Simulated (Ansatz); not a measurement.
## Quick settings and what they miss: Li (Im-3m, 1 atom in the cell)

Self-consistent single point.

```yaml
crystal:
  lattice:
    - [-1.74545, 1.74545, 1.74545]
    - [1.74545, -1.74545, 1.74545]
    - [1.74545, 1.74545, -1.74545]
  atoms:
    - { symbol: Li, position: [0.00000, 0.00000, 0.00000] }
```

Computed with PBE (plane waves, PAW; Ansatz, a program for electronic structure).

Base settings: basis.ecutwfc = 420 eV; kpoints.mp_grid.grid = 11 11 11; hamiltonian.xc = pbe; hamiltonian.pseudopotentials = {kind: paw} (the program's default PAW files); scf.occupations.method = cold; scf.occupations.width = 0.1 eV.

Tight run (finer mesh or higher cutoff; not a proven limit): basis.ecutwfc: 420 eV → 590 eV; kpoints.mp_grid.grid: 11 11 11 → 15 15 15; scf.convergence.dr2_threshold: default (1e-07 eV) → 1e-09 eV. It gave Fermi level (on the code's own zero) 0.91 eV; pressure -0.63 GPa.

Quick runs, as changes from the base:
- A: the base itself
- B: basis.ecutwfc: 420 eV → 210 eV; kpoints.mp_grid.grid: 11 11 11 → 4 4 4; scf.occupations.method: cold → fermi_dirac; scf.occupations.width: 0.1 eV → 0.136 eV
- C: basis.ecutwfc: 420 eV → 250 eV; kpoints.mp_grid.grid: 11 11 11 → 6 6 6; scf.convergence.dr2_threshold: default (1e-07 eV) → 0.001 eV
- D: basis.ecutwfc: 420 eV → 250 eV; kpoints.mp_grid.grid: 11 11 11 → 1 1 1; hamiltonian.xc: pbe → lda; kpoints.mp_grid.shift: default → 0.5 0.5 0.5 [LDA (PW92)]
- E: basis.ecutwfc: 420 eV → 295 eV; kpoints.mp_grid.grid: 11 11 11 → 4 4 4; hamiltonian.xc: pbe → lda [LDA (PW92)]
- F: basis.ecutwfc: 420 eV → 335 eV; kpoints.mp_grid.grid: 11 11 11 → 2 2 2; scf.occupations.method: cold → methfessel_paxton; scf.occupations.width: 0.1 eV → 0.2 eV; scf.convergence.dr2_threshold: default (1e-07 eV) → 0.001 eV

Energies are extrapolated to zero smearing width, which holds to low order in the width alone.

Dashes: energy of D, E, another energy zero.

† marks runs with another functional, U, potentials or spin treatment: their distance from the tight run is not a convergence error alone.

The count of work is k-points × plane waves × bands × iterations; it is no time. 

Pressures in the table are Ansatz's without its Pulay estimate, at a fixed set of plane waves; the tight run's value above holds the estimate.

The starting cell comes from a database of computed structures (which also holds hypothetical and non-ambient phases and stackings), without a prior relaxation at this level. Its lattice was rescaled by a random factor within 2.5 % of one.

```tsv
run	energy less tight (meV/atom)	pressure less tight (GPa)	count of work / tight
A	-3.8	0.00	0.18
B	291.6	-6.65	0.017
C	73.9	-1.74	0.016
D†	–	27.38	0.0025
E†	–	-0.36	0.022
F	650.5	-0.02	0.0048
```

Among the runs at the tight run's level, the energy misses run from 3.8 to 650.5 meV/atom.

Keys are those of Ansatz 0.2.
